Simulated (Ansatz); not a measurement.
The starting structures come from a database of crystals and need not be the phases stable at ambient conditions.

 Where the default PAW files enter, the runs use the earlier of Ansatz's two default sets.

Tunnelling through a barrier is set by its complex band structure: the current falls as exp(−2κd) with the smallest κ.

```
CELL_PARAMETERS angstrom
      5.58276     0.00000     0.00000
      1.86092     5.68958     0.00000
      2.79138     0.00000     1.61161
ATOMIC_POSITIONS crystal
  Sc 0.50000 0.50000 0.00000
  Cu 0.00000 0.00000 0.00000
  O  0.10683 0.67950 0.00000
  O  0.89317 0.32050 0.00000
```

Space group of this cell: R-3m. The cell is taken as given; by r2SCAN its mean pressure is -1.0 GPa.

Transport runs along the normal of the first two printed cell vectors, the (110) plane of the conventional cell.

The gap is the functional's own, uncorrected, and κ follows it; spin-orbit coupling is left out. Mid-gap values are interpolated between the computed energies.

Task: State the band gap and the smallest decay constant κ at mid-gap according to r2SCAN (Ansatz, a quantum-chemistry and plane-wave program).

Result: Gap 2.46 eV on a 18×18×18 mesh; κ = 0.273 1/Å, at (0.500, 0.000) of the in-plane reciprocal vectors. At the zone centre, at the nearest computed energy, the slowest state has κ = 0.38 1/Å.
